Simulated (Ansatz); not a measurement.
The starting structures come from a database of crystals and need not be the phases stable at ambient conditions.

Inside the gap of an insulator the Bloch states are evanescent, with a wavenumber k + iκ along the transport direction.

```xyz
14
Lattice="8.1724 0.0000 0.0000 -4.0862 7.0775 0.0000 4.0862 2.3592 6.6727" Properties=species:S:1:pos:R:3 pbc="T T T"
Y      2.0431     8.2571     5.8386
Y      6.1293     8.2571     5.8386
Y      4.0862     4.7183     5.8386
Y      4.0862     7.0775     2.5023
Zn     4.0862     2.3592     1.6682
Zn     0.0000     4.7183     3.3364
Se     6.1581     1.1630     0.8223
Se     2.0719     5.9145     4.1822
Se     4.0862     4.7515     0.8223
Se     0.0000     4.7183     0.7989
Se     4.0862     2.3592     4.2057
Se     8.1724     2.3259     4.1822
Se     2.0143     1.1630     0.8223
Se     6.1005     5.9145     4.1822
```

Space group of this cell: Fd-3m, spinel. The cell is taken as given; by r2SCAN its mean pressure is -1.4 GPa.

Transport runs along the normal of the first two printed cell vectors, the (111) plane of the conventional cell.

The gap is the functional's own, uncorrected, and κ follows it; spin-orbit coupling is left out. Mid-gap values are interpolated between the computed energies.

Problem. State the band gap and the smallest decay constant κ at mid-gap according to r2SCAN in Ansatz (a program for electronic structure).

Solution. Gap 0.70 eV on a 6×6×6 mesh; κ = 0.095 1/Å, at the zone centre.
